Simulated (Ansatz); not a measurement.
The reference is SrTiO3 in the cubic perovskite structure (space group Pm-3m, No. 221; a = 3.908 Å).

Calculations: r2SCAN (Ansatz, a program for electronic structure; PAW; 500 eV plane waves; no SOC), earlier PAW set.

Carriers are added at fixed cell with a uniform background; the Fermi–Dirac width is that of 300 K.

One change was made to it. Results:

| quantity | base | after |
|---|---|---|
| Fermi level relative to the doped band's edge (positive inside the band; to 0.05 eV) | – | +0.20 eV |
| gap character | indirect, R → Γ | indirect, R → Γ |
| gap between the host's bands | 2.27 eV | 2.43 eV |

Q: What was done to the base?
A) electrons 3.0×10^21 cm⁻³
B) holes 3.0×10^21 cm⁻³
C) electrons 2.0×10^21 cm⁻³
D) holes 2.0×10^21 cm⁻³
E) electrons 7.0×10^21 cm⁻³

A: C, electrons 2.0×10^21 cm⁻³. For comparison, the gap between the host's bands in the other runs: electrons 7.0×10^21 cm⁻³ gives 2.85 eV; holes 2.0×10^21 cm⁻³ gives 2.32 eV; holes 3.0×10^21 cm⁻³ gives 2.35 eV; electrons 3.0×10^21 cm⁻³ gives 2.52 eV.

Carriers are added with a uniform compensating background; total energy and stress of such cells depend on the potential's zero and are not compared; many-body gap narrowing is missing at this level. Whether these cells are dynamically stable was not tested. All final runs are without spin polarisation. Many cubic perovskites are stable only at high temperature; tilts and polar distortions were not tested.
